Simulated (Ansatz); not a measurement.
GaP under load (space group F-43m), PBE with spin-orbit coupling, rigid bands (Ansatz, a quantum-chemistry and plane-wave program). Condition of this run: hydrostatic pressure of 8.4 GPa (compression positive) (the target of the relaxation). Band gap 1.39 eV, N_c = 4.26e19 cm⁻³ and N_v = 2.03e19 cm⁻³ at 300 K, conductivity masses of 0.346 mₑ (electrons) and 0.452 mₑ (holes). Take k_BT = 0.02585 eV.

Question: What thermal injection velocity √(2k_BT/πm) limits a ballistic channel?

Answer: 9.15e6 cm/s for electrons and 8.00e6 cm/s for holes, a ratio of √(m_h/m_e) = 1.14, for dilute carriers.

Question: A film of it is 2 nm thick. Estimate the confinement energies in an infinite well.

Answer: ħ²π²/(2m t²) = 0.376 eV·nm²/(m/mₑ × t²) gives 272 meV for electrons and 208 meV for holes, so the gap would widen to about 1.87 eV. Finite barriers and nonparabolic bands lower this, and with several valleys or bands the heaviest mass along the normal sets the lowest level, not this average.

Question: What built-in voltage has an abrupt junction with N_A = 1e16 and N_D = 1e17 cm⁻³, all dopants ionised?

Answer: V_bi = E_g/e − (k_BT/e) ln(N_c N_v/(N_A N_D)) = 1.39 − 0.02585 × 13.67 = 1.04 V, for the computed gap.

Rigid bands with the computed gap; masses take one relaxation time for all states. Geometry: cell and atoms relaxed with PBEsol.
